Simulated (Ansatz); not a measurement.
The parent structure is C in the graphite type structure (space group P6_3/mmc, No. 194; a = 2.458 Å, c = 6.563 Å; layered, stacked along the Cartesian z axis).

Calculations: PBEsol-D3(BJ) in Ansatz (plane waves to 420 eV, PAW, spin-orbit coupling left out).

Before the change:

| Quantity | Value |
|---|---|
| Pressure | 0.0 GPa |
| Band gap | zero |

It is then changed as follows: an isotropic linear strain of −0.63 %; the atoms relax in the strained cell.

Task: What does the calculation give for the energy relative to the base after the change?

Result: The energy goes up by 3.0 meV/atom.

Task: How does this affect the pressure?

Result: The pressure (mean of the normal stresses, compression positive) goes from zero to 6.0 GPa.

Task: How does this affect the band gap?

Result: The band gap stays zero.

A case with no gap was solved on a k-mesh chosen for an insulator, which is coarse for it. Stability against distortions was not tested.

Ansatz is a program for electronic structure.
